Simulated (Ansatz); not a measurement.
## GaSb (model structure, started from the WC type, P-6m2, No. 187, 2 atoms in the cell)

The numbers are results of LDA in Ansatz (plane waves, PAW), not measurements.

Run with plane-wave cutoff 520 eV, 18×18×16 k mesh (along the axes of the cell as run), Fermi–Dirac smearing 0.05 eV, scalar-relativistic PAW data made under PBE.

Cell (relaxed at this level):

Space group P-6m2 (No. 187); a = b = 3.8430 Å, c = 3.6049 Å, α = β = 90.00°, γ = 120.00°

```csv
atom,site,symmetry,x,y,z
Ga,1a,-6m2,0.0000,0.0000,0.0000
Sb,1f,-6m2,0.6667,0.3333,0.5000
```

```json
{
  "band_gap": "zero (no gap)",
  "bulk modulus B0": "52.0 GPa"
}
```

Note: the bulk modulus is −V dP/dV from two relaxed cells at ±2 % in volume; the relaxation could raise the start's symmetry but not lower it, so the cell can be a saddle point.

Spin–orbit coupling is not included; it can open a gap where bands touch, and shift volumes and moduli.

Computed values are for the static lattice.

It cost very roughly 3 core-minutes of CPU time.

A model structure was made by putting elements into a prototype or built by hand; it is no filed structure, need not be a known phase, and can be a saddle point held by its symmetry.

Ansatz is a first-principles code.
